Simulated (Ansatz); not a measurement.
## TcAgO₄ (I4₁/a, No. 88, 12 atoms in the cell; start COD 2013356)

Calculation: PBEsol (PAW; Ansatz, a first-principles code).

Settings: plane-wave cutoff 520 eV, 10×10×10 k mesh, Fermi–Dirac smearing 0.01 eV, no spin polarisation, scalar-relativistic PAW data made under PBE.

Cell (relaxed at this level):

```xyz
12
Lattice="-2.6329 2.6329 5.6845 2.6329 -2.6329 5.6845 2.6329 2.6329 -5.6845" Properties=species:S:1:pos:R:3 pbc="T T T"
Ag     0.0000     0.0000     5.6845
Ag     2.6329     0.0000     2.8423
Tc     0.0000     0.0000     0.0000
Tc     0.0000     2.6329     2.8423
O      0.7220     1.3960     3.8150
O      1.3960     1.9108     6.6573
O      1.9108     1.2368    -1.8695
O      1.2368     0.7220     0.9727
O      1.9108    -1.3960     4.7118
O      1.2368     3.3549     1.8695
O      0.7220     4.0289    -0.9727
O      1.3960    -0.7220     7.5541
```

```yaml
band_gap: 1.36 eV (on the SCF k mesh)
"Γ–Γ gap": 1.81 eV
bulk modulus B0: 49.4 GPa
```

Note: the relaxation could not lower the start's symmetry, so the cell can be a saddle point above a distorted one; the bulk modulus is −V dP/dV from two relaxed cells at ±2 % in volume.

Spin–orbit coupling is not included.

Computed values are for the static lattice.
